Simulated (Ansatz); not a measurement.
An ideal cubic perovskite cell is held by its symmetry; such compounds can tilt or shift off centre at room temperature. Cells marked so need not be the phases stable at ambient conditions, and some may be hypothetical.

The gap is the functional's own, uncorrected, and κ follows it; spin-orbit coupling is left out. Mid-gap values are interpolated between the computed energies.

A. CsSnBr$_{3}$ (Pm-3m, cubic perovskite, not sure to be the ambient phase, 5 atoms a cell, 39.8 Å³ an atom), along the normal of (001)
B. WO3 (Pm-3m, ReO3 type, not sure to be the ambient phase, 4 atoms a cell, 13.8 Å³ an atom), along the normal of (001)
C. Sr(H2N)2 (I4_1/amd, not sure to be the ambient phase, 14 atoms a cell, 11.7 Å³ an atom), along the normal of (100)

**Question.** Put the candidates in order of mid-gap decay constant of the slowest evanescent state, highest first, for Ansatz (a program for electronic structure) with PBEsol.

**Answer.** C (0.25 1/Å), B (0.10 1/Å), A (0.03 1/Å)
